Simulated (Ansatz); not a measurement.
An ideal cubic perovskite cell is held by its symmetry; such compounds can tilt or shift off centre at room temperature. The starting structures come from a database of crystals and need not be the phases stable at ambient conditions.

Here is the system:

```
CELL_PARAMETERS angstrom
      6.73625     0.00000     0.00000
     -3.36813     5.83377     0.00000
      3.36813     1.94459     2.75006
ATOMIC_POSITIONS crystal
  Cs 0.00000 0.00000 0.00000
  Sr 0.00000 0.50000 0.50000
  F  0.50000 0.50000 0.00000
  F  0.50000 0.00000 0.00000
  F  0.00000 0.50000 0.00000
```

Space group of this cell: Pm-3m, cubic perovskite. The cell is taken as given.

Transport runs along the normal of the first two printed cell vectors, the (111) plane of the conventional cell.

The gap is the functional's own, uncorrected, and κ follows it; spin-orbit coupling is left out. Mid-gap values are interpolated between the computed energies.

Q: Give the band gap and the smallest decay constant κ at mid-gap that r2SCAN (Ansatz, a quantum-chemistry and plane-wave program) yields.

A: Gap 7.18 eV on a 12×12×12 mesh; κ = 0.504 1/Å, at the zone centre.
